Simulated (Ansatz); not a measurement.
Response to strain in TiB2

Consider TiB$_{2}$ (space group P6/mmm, No. 191; a = 3.017 Å, c = 3.185 Å).

Strains are applied to the cell and any free atomic positions relax.

Computed with PBEsol (Ansatz, a quantum-chemistry and plane-wave program), without spin-orbit coupling.

Notes on the quantities. energy relative to the base: free energy F.

```tsv
isotropic strain (%)	energy relative to the base (meV/atom)
-3	61.8
-2.5	42.3
-2	26.7
-1.5	?
0	0.0
1	6.1
1.5	13.6
2.5	36.7
3	52.1
```

Fit ΔE = Aε² + Bε³ (ε in %) to the rows shown and predict the withheld row.

Least squares on the printed values gives A = 6.32 and B = -0.18 meV/atom (largest residual 0.0 meV/atom); this predicts 14.8 meV/atom, and the run gives 14.8 meV/atom, in agreement.

The mesh was chosen for an insulator and is coarse for the gapless case. Stability against distortions was not tested. The final runs are not spin-polarised.
